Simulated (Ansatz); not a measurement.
# Effect of uniaxial strain ε_zz = −3.00 % on Zr

The parent structure is Zr in the hcp (Mg type) structure (space group P6_3/mmc, No. 194; a = 3.230 Å, c = 5.179 Å; relaxed with 0.1 eV smearing). Axes: x lies along a and z along c of the hexagonal cell.

Modification: uniaxial strain ε_zz = −3.00 %, all other strain components held at zero, atoms relaxed at fixed cell.

All numbers come from PBE (Ansatz, a program for electronic structure), scalar-relativistic without spin-orbit coupling. k-mesh 21×21×11 (Γ-centred); smearing 0.1 eV (Fermi–Dirac).

* **Volume per atom**: 22.70 Å³ (base 23.40 Å³)
* **Space group**: P6_3/mmc (No. 194) (base P6_3/mmc (No. 194))
* **Shortest interatomic distance**: 3.128 Å (base 3.191 Å)
* **Energy relative to the base (free energy F)**: +11 meV/atom
* **Pressure (mean of the normal stresses, compression positive)**: 3.2 GPa (base 0.0 GPa)
* **Band gap**: zero (base zero)
* **Stress (xx, yy, zz, yz, xz, xy; compression positive)**: (2.1, 2.1, 5.3, 0.0, 0.0, 0.0) GPa

Final structure:

```
CELL_PARAMETERS angstrom
      3.23041     0.00000     0.00000
     -1.61520     2.79762     0.00000
      0.00000     0.00000     5.02343
ATOMIC_POSITIONS crystal
  Zr 0.66667 0.33333 0.75000
  Zr 0.33333 0.66667 0.25000
```

Stability against distortions was not tested. The final runs are not spin-polarised.
